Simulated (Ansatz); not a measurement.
System: AlCdNO (model structure, started from the AlSiCN type, P3m1, No. 156, 4 atoms in the cell). Method: PBE0 in Ansatz (PAW).

Settings: plane-wave cutoff 460 eV, 9×9×4 k mesh (along the axes of the cell as run), Fermi–Dirac smearing 0.01 eV, scalar-relativistic PAW data made under PBE.

Cell (relaxed with PBEsol):

```cif
data_AlCdNO
_chemical_formula_sum 'Al1 Cd1 O1 N1'
_space_group_name_H-M_alt 'P3m1'
_space_group_IT_number 156
_space_group_name_Hall 'P 3 -2"'
_cell_length_a 3.21631
_cell_length_b 3.21631
_cell_length_c 5.62249
_cell_angle_alpha 90.000
_cell_angle_beta 90.000
_cell_angle_gamma 120.000
loop_
_atom_site_label
_atom_site_type_symbol
_atom_site_symmetry_multiplicity
_atom_site_Wyckoff_symbol
_atom_site_fract_x
_atom_site_fract_y
_atom_site_fract_z
_atom_site_occupancy
Al1 Al 1 b 0.33333 0.66667 0.49981 1
Cd1 Cd 1 c 0.66667 0.33333 0.97609 1
O1 O 1 b 0.33333 0.66667 0.18199 1
N1 N 1 c 0.66667 0.33333 0.59210 1
```

Problem. Predict the band gap.

Solution. 
* **band gap**: 3.39 eV (on the SCF k mesh)

Note: the relaxation could raise the start's symmetry but not lower it, so the cell can be a saddle point; cell and atoms aren't relaxed at this level (largest force component 0.26 eV/Å).

Spin–orbit coupling is not included.

It cost about 4 core-minutes (a rough figure) of CPU time.

A model structure was made by putting elements into a prototype or built by hand; it is no filed structure, need not be a known phase, and can be a saddle point held by its symmetry.

Ansatz is a quantum-chemistry and plane-wave program.
